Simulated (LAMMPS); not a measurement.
An MD run on Ag (fcc), 4000 atoms, at 1110 K and 0 GPa, heated as the crystal.

Model: classical MD, pair style eam, the elements' _u3.eam files (universal-3 set of Foiles, Baskes and Daw), run in LAMMPS.

Starting crystal:

Space group Fm-3m (No. 225); a = b = c = 4.0900 Å, α = β = γ = 90.00°

```csv
atom,site,symmetry,x,y,z
Ag,4a,m-3m,0.0000,0.0000,0.0000
```

Q: Predict the density, the most common Ag-Ag-Ag angle, the enthalpy per atom, the state found, the coordination number.

A: density: 9.6653 ± 0.0007 g/cm³; most common Ag-Ag-Ag angle: in the 3° bin centred on 58.5° (mean of all 97°); enthalpy per atom: -2.5332 ± 0.0002 eV; state found: crystal; no diffusion seen in 30 ps; coordination number: 12.1 (counted to 3.66 Å).
